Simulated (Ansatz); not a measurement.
Habitual settings against a tight run: NiAl (Pm-3m, 2 atoms in the cell)

Self-consistent single point.

```
CELL_PARAMETERS angstrom
      2.93104     0.00000     0.00000
      0.00000     2.93104     0.00000
      0.00000     0.00000     2.93104
ATOMIC_POSITIONS crystal
  Al 0.50000 0.50000 0.50000
  Ni 0.00000 0.00000 0.00000
```

Level of theory: PBE, PAW files (plane waves; Ansatz, a first-principles code).

Base settings: basis.ecutwfc = 420 eV; kpoints.mp_grid.grid = 9 9 9; hamiltonian.xc = pbe; hamiltonian.pseudopotentials = {kind: paw} (an earlier, softer set of the program's PAW files); scf.occupations.method = cold; scf.occupations.width = 0.05 eV.

Tight run (finer mesh or higher cutoff; not a proven limit): basis.ecutwfc: 420 eV → 590 eV; kpoints.mp_grid.grid: 9 9 9 → 13 13 13; scf.convergence.dr2_threshold: default (1e-07 eV) → 1e-09 eV. It gave Fermi level (on the code's own zero) 12.97 eV; pressure -5.93 GPa.

Quick runs, as changes from the base:
- A: the base itself
- B: basis.ecutwfc: 420 eV → 250 eV; kpoints.mp_grid.grid: 9 9 9 → 6 6 6; kpoints.mp_grid.shift: default → 0.5 0.5 0.5; scf.convergence.dr2_threshold: default (1e-07 eV) → 0.0001 eV
- C: basis.ecutwfc: 420 eV → 295 eV; kpoints.mp_grid.grid: 9 9 9 → 8 8 8
- D: kpoints.mp_grid.grid: 9 9 9 → 4 4 4; hamiltonian.xc: pbe → lda; scf.occupations.method: cold → fermi_dirac; scf.occupations.width: 0.05 eV → 0.2 eV; scf.convergence.dr2_threshold: default (1e-07 eV) → 0.0001 eV [LDA (PW92)]
- E: basis.ecutwfc: 420 eV → 210 eV; kpoints.mp_grid.grid: 9 9 9 → 8 8 8; kpoints.mp_grid.shift: default → 0.5 0.5 0.5
- F: basis.ecutwfc: 420 eV → 335 eV; kpoints.mp_grid.grid: 9 9 9 → 6 6 6; scf.convergence.dr2_threshold: default (1e-07 eV) → 0.0001 eV

Energies are extrapolated to zero smearing width, which holds to low order in the width alone.

Dashes: energy of D, another energy zero.

† marks runs with another functional, U, potentials or spin treatment: their distance from the tight run is not a convergence error alone.

The count of work is k-points × plane waves × bands × iterations; it is no time. 

Pressures in the table are Ansatz's without its Pulay estimate, at a fixed set of plane waves; the tight run's value above holds the estimate.

The starting cell has typed, rounded lattice constants, without a prior relaxation at this level. Its lattice was rescaled by a random factor within 2.5 % of one. Spin polarisation is off. In the base run, with a pressure of about -6 GPa the cell is away from its equilibrium volume at this level.

```
run  energy less tight (meV/atom)  pressure less tight (GPa)  count of work / tight
---  ----------------------------  -------------------------  ---------------------
A                             5.6                      -0.02                   0.19
B                          1378.1                    -107.07                  0.025
C                           222.8                     -23.16                   0.10
D†                              –                     -10.28                  0.046
E                          5913.2                    -361.81                  0.034
F                            46.8                      -4.05                  0.073
```

Among the runs at the tight run's level, the energy misses run from 5.6 to 5913.2 meV/atom.

Keys are those of Ansatz 0.2.
